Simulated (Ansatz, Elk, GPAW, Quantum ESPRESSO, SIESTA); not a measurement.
# One structure in several programs: HfMg₆Sb (P1, 8 atoms in the cell)

Self-consistent single point, at a second geometry (atoms moved at random). First geometry:

```
CELL_PARAMETERS angstrom
      5.41868     0.00000     0.00000
      0.00000     3.09108     5.68682
      0.00000    -3.09108     5.68682
ATOMIC_POSITIONS crystal
  Mg 0.50000 0.66948 0.16530
  Mg 0.50000 0.16530 0.66948
  Mg 0.00000 0.82461 0.33837
  Mg 0.00000 0.33837 0.82461
  Mg 0.00000 0.33535 0.33535
  Mg 0.00000 0.83017 0.83017
  Hf 0.50000 0.66934 0.66934
  Sb 0.50000 0.16736 0.16736
```

Second geometry:
```xyz
8
Lattice="5.4187 0.0000 0.0000 0.0000 3.0911 5.6868 0.0000 -3.0911 5.6868" Properties=species:S:1:pos:R:3 pbc="T T T"
Mg     2.7227     1.5137     4.7934
Mg     2.7069    -1.5962     4.7383
Mg    -0.0458     1.4578     6.5998
Mg     0.0017    -1.5733     6.6231
Mg     0.0202     0.0768     3.7425
Mg    -0.0335     0.0382     9.4629
Hf     2.6852     0.0732     7.5714
Sb     2.7799     0.0098     1.9631
```

Shared settings, as Ansatz (a program for electronic structure) writes them: kpoints.mp_grid.grid = 3 3 3; scf.occupations.method = fermi_dirac; scf.occupations.width = 0.1 eV. Potentials and cutoffs stand in the table.

```csv
code,model,ΔF from the first geometry (meV/atom),pressure (GPa),largest force (eV/Å),cutoff
GPAW,"PBEsol, GPAW PAW datasets PBEsol (made by gpaw-setup)",8.7,-3.60,0.514,800 eV
Ansatz,"PBEsol, PAW files made with PBE",8.7,-3.59,0.513,default
SIESTA,"GGA PBEsol, numerical atomic orbitals DZP, PseudoDojo PBEsol standard norm-conserving potentials (rewritten from UPF to PSML)",10.2,-3.28,–,grid 350 Ry
Elk,"PBEsol, all-electron FP-LAPW, Elk's shipped species files, LAPW+lo basis",8.8,–,–,rgkmax 7.5
Quantum ESPRESSO,"PBEsol, GBRV 1.5 ultrasoft (PBESOL) pseudopotentials",8.8,-3.64,0.515,40 Ry
```

Size of the force on each atom (eV/Å): Sizes of forces hide their directions.

```tsv
code	Mg1	Mg2	Mg3	Mg4	Mg5	Mg6	Hf7	Sb8
GPAW	0.238	0.150	0.154	0.346	0.296	0.169	0.514	0.206
Ansatz	0.236	0.150	0.155	0.346	0.297	0.169	0.513	0.207
Quantum ESPRESSO	0.237	0.150	0.155	0.346	0.298	0.166	0.515	0.207
```

A dash marks a value that a program does not give, or that is left out as unsure.

On Ansatz's run: spin-orbit coupling is off.

The spread over the programs that give each value: ΔF from the first geometry within 1.5 meV/atom; pressure within 0.36 GPa; largest force within 0.002 eV/Å.

SIESTA uses small atom-centred bases, whose incompleteness enters pressures, forces and empty levels differently from a plane-wave cutoff. Elk treats all electrons, but the usual bases taken here (sphere radii, linearisation, local orbitals, empty states) were not tested for convergence, so the values are no reference for the others. Ansatz's pressure is given at a fixed set of plane waves, as the other plane-wave codes print theirs.

The shared mesh is coarse (it stands for a supercell whose shortest vector is 16 Å), so the values are not converged in it.

The starting cell comes from a database of computed structures (which also holds hypothetical and non-ambient phases and stackings), without a prior relaxation at this level. Its lattice was rescaled by a random factor within 2.5 % of one. For this run, on top of that: atoms moved at random.

Left out of this page: CP2K (unsound by tests on forces, stress, charge or solver warnings).

Keys are those of Ansatz 0.2.
